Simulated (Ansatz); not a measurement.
AlRu under a change: isotropic strain +1.00 %

The parent structure is AlRu in the CsCl type structure (space group Pm-3m, No. 221; a = 2.9545 Å; relaxed with 0.1 eV smearing).

It is then changed as follows: an isotropic linear strain of +1.00 %, atoms relaxed at fixed cell.

All numbers come from DFT with LDA, PAW potentials and a 420 eV plane-wave cutoff in Ansatz (a program for electronic structure), no spin-orbit coupling. Settings: 19×19×19 k-points, 0.1 eV Fermi–Dirac smearing.

```tsv
quantity	base	changed	shift
volume per atom	12.90 Å³	13.29 Å³	+0.39 Å³
space group	Pm-3m (No. 221)	Pm-3m (No. 221)	–
shortest interatomic distance	2.559 Å	2.584 Å	+0.0256 Å
energy relative to the base (free energy F)	0 meV/atom	+8.1 meV/atom	+8.1 meV/atom
band gap	zero	zero	–
```

Final structure:

```
AlRu
1.0
    2.98406     0.00000     0.00000
    0.00000     2.98406     0.00000
    0.00000     0.00000     2.98406
Al Ru
1 1
Direct
  0.50000   0.50000   0.50000
  0.00000   0.00000   0.00000
```

Whether these cells are dynamically stable was not tested. All final runs are without spin polarisation.
